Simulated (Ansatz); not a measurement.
The parent structure is WSe2 in the 2H-MoS2 type structure (space group P6_3/mmc, No. 194; a = 3.279 Å, c = 12.786 Å; layered, stacked along the Cartesian z axis).

Level of theory: PBE-D3(BJ) in Ansatz (plane waves to 420 eV, PAW, no SOC).

Base values:

```
Item                                  Result
---------------------  ---------------------
Volume per atom                     19.84 Å³
Valence-band top at Γ  0.00, -0.96, -1.20 eV
Smallest direct gap                  1.57 eV
```

It is then changed as follows: cell and atoms relaxed at a pressure of 5 GPa.

Q: What does the calculation give for the volume per atom, valence-band top at Γ and smallest direct gap after the change?

A: The volume per atom shrinks by 1.378 Å³ (19.84 Å³ → 18.47 Å³); the valence-band top at Γ (three highest levels, from the VBM) goes from 0.00, -0.96, -1.20 eV to 0.00, -0.67, -1.47 eV; the smallest direct gap hardly moves (1.57 eV against 1.56 eV).

Spin-orbit coupling, missing from the scalar runs, can matter with W. Load acts through the strain it causes; cell and atoms are relaxed under it. Whether these cells are dynamically stable was not tested. No other phases were tried under pressure.

Ansatz is a program for electronic structure.
